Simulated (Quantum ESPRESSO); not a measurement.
Checking a run of Quantum ESPRESSO on MnGe (P2_13, 8 atoms in the cell). The aim is a self-consistent single point with DFT, LDA (PZ), plane waves, GBRV 1.5 ultrasoft (LDA) pseudopotentials.

Input:

```fortran
&control
    calculation = 'scf',
    prefix = 'scf',
    outdir = './tmp/',
    pseudo_dir = './',
    tprnfor = .true.,
    tstress = .true.,
/
&system
    ibrav = 0,
    nat = 8,
    ntyp = 2,
    ecutwfc = 50,
    ecutrho = 400,
    occupations = 'smearing',
    smearing = 'gaussian',
    degauss = 0.0147,
    tot_charge = -1,
    nspin = 2,
    starting_magnetization(1) = 0.267,
/
&electrons
    conv_thr = 1e-10,
    mixing_beta = 0.4,
/
ATOMIC_SPECIES
Mn    54.9380  mn_lda_v1.5.uspp.F.UPF
Ge    72.6300  ge_lda_v1.4.uspp.F.UPF
CELL_PARAMETERS angstrom
   4.72500000     0.00000000     0.00000000
   0.00000000     4.72500000     0.00000000
   0.00000000     0.00000000     4.72500000
ATOMIC_POSITIONS alat
Mn    0.63711000    0.13711000    0.36289000
Mn    0.86289000    0.86289000    0.86289000
Mn    0.13711000    0.36289000    0.63711000
Mn    0.36289000    0.63711000    0.13711000
Ge    0.34236000    0.84236000    0.65764000
Ge    0.15764000    0.15764000    0.15764000
Ge    0.84236000    0.65764000    0.34236000
Ge    0.65764000    0.34236000    0.84236000
K_POINTS automatic
7 7 7  0 0 0
```

Output, abridged:

```
     Message from routine setup:
     using ibrav=0 with symmetry is DISCOURAGED, use correct ibrav instead
     G-vector sticks info
     --------------------
     sticks:   dense  smooth     PW     G-vecs:    dense   smooth      PW
   [... lines left out ...]
         3        Mn     tau(   3) = (   0.1371100   0.3628900   0.6371100  )
         4        Mn     tau(   4) = (   0.3628900   0.6371100   0.1371100  )
         5        Ge     tau(   5) = (   0.3423600   0.8423600   0.6576400  )
         6        Ge     tau(   6) = (   0.1576400   0.1576400   0.1576400  )
         7        Ge     tau(   7) = (   0.8423600   0.6576400   0.3423600  )
         8        Ge     tau(   8) = (   0.6576400   0.3423600   0.8423600  )

     number of k points=    24  Gaussian smearing, width (Ry)=  0.0147
                       cart. coord. in units 2pi/alat
        k(    1) = (   0.0000000   0.0000000   0.0000000), wk =   0.0029155
        k(    2) = (   0.0000000   0.0000000   0.1428571), wk =   0.0174927
        k(    3) = (   0.0000000   0.0000000   0.2857143), wk =   0.0174927
   [... 21 lines left out ...]

     Dense  grid:    96105 G-vectors     FFT dimensions: (  60,  60,  60)

     Smooth grid:    33881 G-vectors     FFT dimensions: (  48,  48,  48)

     Initial potential from superposition of free atoms

     starting charge     113.9969, renormalised to     117.0000
     Self-consistent Calculation

     iteration #  1     ecut=    50.00 Ry     beta= 0.40

     total energy              =   -1695.22940198 Ry
     estimated scf accuracy    <       3.30698044 Ry

     total magnetization       =     8.57 Bohr mag/cell
     absolute magnetization    =     9.97 Bohr mag/cell

     iteration #  2     ecut=    50.00 Ry     beta= 0.40

     total energy              =   -1695.52000047 Ry
     estimated scf accuracy    <       2.15309490 Ry

     total magnetization       =     8.30 Bohr mag/cell
     absolute magnetization    =     9.85 Bohr mag/cell

   [... lines left out ...]

     iteration # 16     ecut=    50.00 Ry     beta= 0.40

     Magnetic moment per site  (integrated on atomic sphere of radius R)
     atom   1 (R=0.211)  charge= 13.2707  magn=  1.6232
     atom   2 (R=0.211)  charge= 13.2707  magn=  1.6232
     atom   3 (R=0.211)  charge= 13.2707  magn=  1.6232
     atom   4 (R=0.211)  charge= 13.2707  magn=  1.6232
     atom   5 (R=0.211)  charge= 11.8573  magn= -0.0660
     atom   6 (R=0.211)  charge= 11.8573  magn= -0.0660
     atom   7 (R=0.211)  charge= 11.8573  magn= -0.0660
     atom   8 (R=0.211)  charge= 11.8573  magn= -0.0660
     End of self-consistent calculation

     the Fermi energy is    16.2991 ev

!    total energy              =   -1696.01390568 Ry
     estimated scf accuracy    <          1.5E-11 Ry
     smearing contrib. (-TS)   =      -0.01058672 Ry
     internal energy E=F+TS    =   -1696.00331896 Ry

     total magnetization       =     6.30 Bohr mag/cell
     absolute magnetization    =     7.27 Bohr mag/cell

     convergence has been achieved in  16 iterations

     Forces acting on atoms (cartesian axes, Ry/au):

     atom    1 type  1   force =    -0.00584495   -0.00584495    0.00584495
     atom    2 type  1   force =     0.00584495    0.00584495    0.00584495
     atom    3 type  1   force =    -0.00584495    0.00584495   -0.00584495
   [... lines left out ...]

     Total force =     0.020307     Total SCF correction =     0.000003

          total   stress  (Ry/bohr**3)                   (kbar)     P=      181.18
   0.00123161   0.00000000   0.00000000          181.18        0.00        0.00
   0.00000000   0.00123161   0.00000000            0.00      181.18        0.00
   0.00000000   0.00000000   0.00123161            0.00        0.00      181.18

   JOB DONE.
```

Task: Is this run sound? If not, what is wrong?

Result: The run is not sound. The fault is an unintended net charge. A charged periodic cell changes the electron count and is neutralised by a uniform background, so energy, forces and pressure belong to another system. To fix it, remove the charge. The run converged in 16 iterations without an error; against the sound input the pressure goes from -10.91 to 18.12 GPa, the largest force goes from 0.176 to 0.260 eV/Å and the size of the net moment goes from 0.87 to 0.79 μB/atom.

The sound input it was made from differs as follows (other fixes are possible):
```diff
-    tot_charge = -1,
```

With that input, the run converged in 16 iterations: free energy E − TS -23091.5959 eV; Fermi level (on the code's own zero) 16.00 eV; pressure -10.91 GPa; largest force (vector length) 0.176 eV/Å; size of the cell's spin moment 6.93 μB (DFT, LDA (PZ), plane waves, GBRV 1.5 ultrasoft (LDA) pseudopotentials).

On the sound input: the starting cell comes from a database of computed structures (which also holds hypothetical and non-ambient phases and stackings), without a prior relaxation at this level. The magnetic order is the one reached from the typed start; others were not searched systematically. With a pressure of about -11 GPa the cell is away from its equilibrium volume at this level.
